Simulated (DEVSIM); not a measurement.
Device: illuminated Si p-on-n cell, one wavelength, at 300 K.

```tsv
layer (left to right)	material	thickness (μm)	Nd (cm⁻³)	Na (cm⁻³)	τn (s)	τp (s)	absorption coefficient (cm⁻¹)
1	Si	0.0800	-	6.7e17	1.1e-6	1.5e-6	300
2	Si	60.0	2.5e15	-	1.6e-5	1.6e-5	300
```

Left contact: ohmic, minority electron recombination velocity 300 cm/s. Right contact: ohmic, minority hole recombination velocity 20000 cm/s. Voltage is applied to the left contact. Recombination: SRH at mid-gap, radiative, Auger. Light enters at the left, 1.8e18 photons cm⁻² s⁻¹, one pass, no reflection. Mobility is μmin + (μ − μmin)/(1 + (N/Nref)^α).

The device is made up for the run: typed textbook-type constants, with dimensions and the other settings drawn at random. Values at 300 K.

```
parameter           Si
-------------  -------
gap (eV)         1.124
affinity (eV)     4.05
permittivity      11.7
Nc (cm⁻³)      2.86e19
Nv (cm⁻³)       3.1e19
μn (cm²/Vs)       1417
μp (cm²/Vs)        470
μn,min              52
μp,min              45
Nref,n          9.7e16
Nref,p          2.2e17
αn                0.68
αp                0.72
B (cm³/s)      4.7e-15
Cn (cm⁶/s)     2.8e-31
Cp (cm⁶/s)     9.9e-32
```

Simulated with DEVSIM: 1D drift-diffusion, Boltzmann statistics, complete ionisation; no tunnelling, impact ionisation, image-force lowering or self-heating.

The doping Nd of layer 2 was swept, all else fixed.

| doping Nd of layer 2 (cm^-3) | potential step across the device at zero bias (V) | fill factor | largest power (mW/cm²) | largest field in the device at zero bias (V/cm) |
|---|---|---|---|---|
| 7.5e13 | 0.693 | 0.72 | 71.7 | 45000 |
| 2.5e14 | 0.724 | 0.77 | 74.3 | 45000 |
| 7.5e14 | 0.752 | 0.80 | 76.6 | 46000 |
| 2.5e15 | 0.783 | 0.82 | 80.3 | 48000 |
| 7.5e15 | 0.812 | 0.83 | 84.0 | 56000 |
| 2.5e16 | 0.843 | 0.84 | 88.5 | 81000 |
| 7.5e16 | 0.871 | 0.84 | 92.2 | 130000 |

From the first row to the last the potential step across the device at zero bias goes from 0.693 to 0.871. From the first row to the last the fill factor goes from 0.72 to 0.84.
